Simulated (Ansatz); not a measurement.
System: CsCl-type FeAl. Method: PBE (Ansatz, an electronic-structure program, PAW).

Run with plane-wave cutoff 520 eV, 18×18×18 k mesh, Fermi–Dirac smearing 0.05 eV, no spin polarisation, scalar-relativistic PAW data made under PBE.

Cell (relaxed at this level):

Space group Pm-3m (No. 221); a = b = c = 2.8692 Å, α = β = γ = 90.00°

```
atom  site  symmetry       x       y       z
----  ----  --------  ------  ------  ------
Al      1b      m-3m  0.5000  0.5000  0.5000
Fe      1a      m-3m  0.0000  0.0000  0.0000
```

Question: What does this level give for the bulk modulus and pressure derivative B′ of the bulk modulus?

Answer: 
- bulk modulus = 180 GPa
- pressure derivative B′ of the bulk modulus = 4.2

The run finds no gap.

Measured, for comparison: bulk modulus 152 GPa (room temperature, no zero-point or thermal correction; as tabulated in Yamada et al. (2019), arXiv:1910.09660). Computed (rounded) less measured: bulk modulus +18 %.

Static lattice: no zero-point or thermal effects.
